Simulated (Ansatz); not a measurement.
An Ansatz (a quantum-chemistry and plane-wave program) input (Ansatz PBE, no spin-orbit coupling):

Ansatz 0.2 input:
```yaml
crystal:
  lattice:
    - [5.0816266571, 0, 0]
    - [0, 5.0816266571, 0]
    - [0, 0, 3.4023183624]
  atoms:
    - { symbol: Pb, position: [0, 0, 0] }
    - { symbol: Pb, position: [0.5, 0.5, 0.5] }
    - { symbol: O, position: [0.3079633847, 0.3079633847, 0] }
    - { symbol: O, position: [0.8079633847, 0.1920366153, 0.5] }
    - { symbol: O, position: [0.1920366153, 0.8079633847, 0.5] }
    - { symbol: O, position: [0.6920366153, 0.6920366153, 0] }
basis: { ecutwfc: 420, ecutrho_ratio: 4, xc_grid: 2, fft_grid_basis: typed }
kpoints: { mp_grid: { grid: [9, 9, 14] } }
hamiltonian:
  xc: pbe
  dispersion: none
  pseudopotentials: { kind: paw }
scf: { occupations: { method: fermi_dirac, width: 0.05 }, convergence: { dr2_threshold: 0.0000000006 } }
relax: { f_tol: 0.005, max_steps: 50 }
output: { forces: true, stress: true }
checkpoint: { write: state.ck, write_every: 1000 }
```

Which symmetry and how many k-points will the program report, and about how many plane waves at Γ?

Space group P42/mnm (ITA 136) with 16 operations, k-points 120 of 1134, and 1715 plane waves at Γ.

And the final pressure?

1.82 GPa (compression positive).

The cells carry an imposed strain or load. Stability against distortions was not tested. The final runs are not spin-polarised. The cell was made from PbO$_{2}$ in the rutile structure (space group P4_2/mnm, No. 136) by this change: uniaxial strain ε_zz = −1.20 %.
